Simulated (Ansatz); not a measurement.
A computed series for MgF2: pressure series

The parent structure is MgF$_{2}$ in the rutile structure (space group P4_2/mnm, No. 136; a = 4.626 Å, c = 3.049 Å).

Cell and atoms are relaxed at each pressure.

The values are results of r2SCAN (Ansatz, a first-principles code; PAW; 500 eV plane waves; without spin-orbit coupling), earlier PAW set, not measurements.

Notes on the quantities. enthalpy: H = E + PV relative to the base's energy.

```csv
variant,volume per atom,band gap,enthalpy
base,10.88 Å³,8.06 eV,–
pressure −2 GPa,11.10 Å³,7.92 eV,-0.14 eV/atom
pressure −1 GPa,10.98 Å³,7.99 eV,-0.07 eV/atom
pressure 3 GPa,10.59 Å³,8.25 eV,+0.20 eV/atom
pressure 7 GPa,10.25 Å³,8.48 eV,+0.46 eV/atom
pressure 15 GPa,9.72 Å³,8.88 eV,+0.96 eV/atom
pressure 30 GPa,9.00 Å³,9.50 eV,+1.83 eV/atom
pressure 50 GPa,8.33 Å³,10.15 eV,+2.91 eV/atom
pressure 75 GPa,7.73 Å³,10.81 eV,+4.16 eV/atom
pressure 100 GPa,7.29 Å³,11.36 eV,+5.33 eV/atom
```

Load acts through the strain it causes; cell and atoms are relaxed under it. Whether these cells are dynamically stable was not tested. Competing high-pressure phases were not computed.
